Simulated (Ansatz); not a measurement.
Data:

End structure of OH on the 1x1 (111) surface of fcc Al, one in a 1x1 cell, started at the site 'top Al':

```
CELL_PARAMETERS angstrom
      2.85810     0.00000     0.00000
     -1.42905     2.47518     0.00000
      0.00000     0.00000    26.50000
ATOMIC_POSITIONS crystal
  Al 0.33333 0.66667 0.36842
  Al 0.66667 0.33333 0.45674
  Al 0.01806 0.98196 0.54531
  Al 0.32638 0.66753 0.63120
  O  0.79856 0.19372 0.68336
  H  0.95201 0.04259 0.70694
```

Slab: 6 atoms, 7.0 Å thick at the start under the adsorbate (thin: gaps and levels are the slab's own); k 12x12x1, smearing 0.1 eV, dipole-corrected; 2 atoms held, the rest relaxed; no symmetry held; spin-polarised, no spin-orbit, no U, no dispersion correction. The starting moment vanished. At the end it is bonded to 2 Al. In PBE it is, or lies within 0.03 eV of, the lowest of the starts that converged.

A negative adsorption energy means that the adsorbate is more stable on the surface than in its reference.

What is the computed change of the work function (PBE run with Ansatz, a quantum-chemistry and plane-wave program)?

-1.96 eV

What change of the step from the bottom to the top vacuum level, against the clean slab does PBE give?

-2.08 eV

Predict the work function of the top face from PBE.

2.07 eV

Give the adsorption energy against H2O(g) − ½ H2(g) at the level PBE.

-0.74 eV
